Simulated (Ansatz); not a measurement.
# SnS in the GeS type structure (space group Pnma, No. 62)

```xyz
8
Lattice="10.9116 0.0000 0.0000 0.0000 3.9534 0.0000 0.0000 0.0000 4.1121" Properties=species:S:1:pos:R:3 pbc="T T T"
Sn     6.7349     2.9650     2.4377
Sn     9.6325     0.9883     0.3817
Sn     4.1767     0.9883     1.6743
Sn     1.2791     2.9650     3.7304
S      3.8751     2.9650     4.0141
S      1.5808     0.9883     1.9581
S      7.0366     0.9883     0.0980
S      9.3309     2.9650     2.1540
```

Computed with Kohn–Sham DFT with the PBEsol-D3(BJ) functional, run in Ansatz (a program for electronic structure) with PAW and 420 eV plane waves, no spin-orbit coupling. Γ-centred 3×8×8 mesh, Fermi–Dirac width 0.05 eV.

| Item | Result |
|---|---|
| Volume per atom | 22.17 Å³ |
| Density | 5.65 g/cm³ |
| Band gap | 0.30 eV, indirect, Γ–Z (83 % along) → Γ |
| Total energy | -3418.148 eV/atom (σ→0; compares only within this code and set-up) |

Gaps are read on the SCF mesh and a high-symmetry path. Stability against distortions was not tested.
